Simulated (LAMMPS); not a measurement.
System: a melt made from ZnSe (zinc blende) with 50 % of Se sites S, 4096 atoms, at 2660 K and 0 GPa, brought to that temperature within a few picoseconds.

All values are model results, not measurements: classical MD, pair style sw, file CdTeZnSeHgS0.sw, run in LAMMPS.

| r (Å) | g(r), S-Zn | g(r), Se-Zn |
|---|---|---|
| 1.940 | 0.000 | 0.000 |
| 1.980 | 0.018 | 0.000 |
| 2.020 | 0.029 | 0.007 |
| 2.060 | 0.098 | 0.015 |
| 2.100 | 0.177 | 0.038 |
| 2.140 | 0.465 | 0.080 |
| 2.180 | 0.877 | 0.214 |
| 2.220 | 1.23 | 0.348 |
| 2.260 | 1.98 | 0.634 |
| 2.300 | 2.47 | 0.971 |
| 2.340 | 3.32 | 1.51 |
| 2.380 | 3.60 | 1.92 |
| 2.420 | 4.15 | 2.29 |
| 2.460 | 4.12 | 2.71 |
| 2.500 | 4.13 | 3.02 |
| 2.540 | 4.07 | 3.29 |
| 2.580 | 3.68 | 3.27 |
| 2.620 | 3.39 | 3.20 |
| 2.660 | 3.05 | 3.14 |
| 2.700 | 2.61 | 2.95 |
| 2.740 | 2.33 | 2.62 |
| 2.780 | 2.00 | 2.36 |
| 2.820 | 1.75 | 2.10 |
| 2.860 | 1.44 | 1.89 |
| 2.900 | 1.28 | 1.64 |
| 2.940 | 1.09 | 1.47 |
| 2.980 | 0.930 | 1.27 |
| 3.020 | 0.821 | 1.16 |
| 3.060 | 0.738 | 1.02 |
| 3.100 | 0.689 | 0.967 |
| 3.140 | 0.618 | 0.842 |
| 3.180 | 0.591 | 0.745 |
| 3.220 | 0.566 | 0.730 |
| 3.260 | 0.551 | 0.636 |
| 3.300 | 0.522 | 0.640 |
| 3.340 | 0.548 | 0.625 |
| 3.380 | 0.531 | 0.618 |
| 3.420 | 0.549 | 0.588 |
| 3.460 | 0.545 | 0.613 |
| 3.500 | 0.592 | 0.616 |
| 3.540 | 0.597 | 0.623 |
| 3.580 | 0.618 | 0.658 |
| 3.620 | 0.631 | 0.693 |
| 3.660 | 0.677 | 0.658 |
| 3.700 | 0.657 | 0.661 |
| 3.740 | 0.734 | 0.706 |
| 3.780 | 0.735 | 0.749 |
| 3.820 | 0.738 | 0.710 |
| 3.860 | 0.748 | 0.754 |
| 3.900 | 0.768 | 0.736 |
| 3.940 | 0.801 | 0.802 |
| 3.980 | 0.810 | 0.829 |
| 4.020 | 0.818 | 0.800 |
| 4.060 | 0.820 | 0.855 |
| 4.100 | 0.846 | 0.863 |
| 4.140 | 0.873 | 0.847 |
| 4.180 | 0.877 | 0.859 |
| 4.220 | 0.864 | 0.875 |
| 4.260 | 0.864 | 0.871 |
| 4.300 | 0.898 | 0.875 |
| 4.340 | 0.875 | 0.880 |
| 4.380 | 0.922 | 0.888 |
| 4.420 | 0.904 | 0.858 |
| 4.460 | 0.908 | 0.887 |
| 4.500 | 0.949 | 0.890 |
| 4.540 | 0.924 | 0.878 |
| 4.580 | 0.955 | 0.910 |
| 4.620 | 0.966 | 0.919 |
| 4.660 | 0.924 | 0.923 |
| 4.700 | 0.946 | 0.955 |
| 4.740 | 0.965 | 0.929 |
| 4.780 | 0.964 | 0.955 |
| 4.820 | 0.974 | 0.960 |
| 4.860 | 1.01 | 0.963 |
| 4.900 | 0.959 | 0.954 |
| 4.940 | 0.955 | 0.950 |
| 4.980 | 1.01 | 0.957 |
| 5.020 | 0.996 | 0.965 |
| 5.060 | 1.02 | 0.977 |
| 5.100 | 1.02 | 0.986 |
| 5.140 | 1.02 | 0.987 |
| 5.180 | 1.04 | 1.00 |
| 5.220 | 1.04 | 1.01 |
| 5.260 | 1.08 | 1.03 |
| 5.300 | 1.06 | 1.02 |
| 5.340 | 1.09 | 1.04 |
| 5.380 | 1.11 | 1.03 |
| 5.420 | 1.11 | 1.03 |
| 5.460 | 1.09 | 1.06 |
| 5.500 | 1.10 | 1.12 |
| 5.540 | 1.12 | 1.09 |
| 5.580 | 1.13 | 1.07 |
| 5.620 | 1.10 | 1.07 |
| 5.660 | 1.10 | 1.07 |
| 5.700 | 1.13 | 1.12 |
| 5.740 | 1.13 | 1.09 |
| 5.780 | 1.10 | 1.07 |
| 5.820 | 1.14 | 1.12 |
| 5.860 | 1.09 | 1.10 |
| 5.900 | 1.12 | 1.11 |
| 5.940 | 1.12 | 1.09 |
| 5.980 | 1.08 | 1.07 |

Main features:
- state found: liquid
- first peak of g(r), S-Zn: 2.48 Å, height 4.2
- coordination number of S by Zn: 3.85 (counted to 3.34 Å)
- coordination number of Zn by S: 1.92 (counted to 3.34 Å)
- first peak of g(r), Se-Zn: 2.59 Å, height 3.3

Caution: a run this short can hold a crystal over, or a liquid under, the potential's melting point.
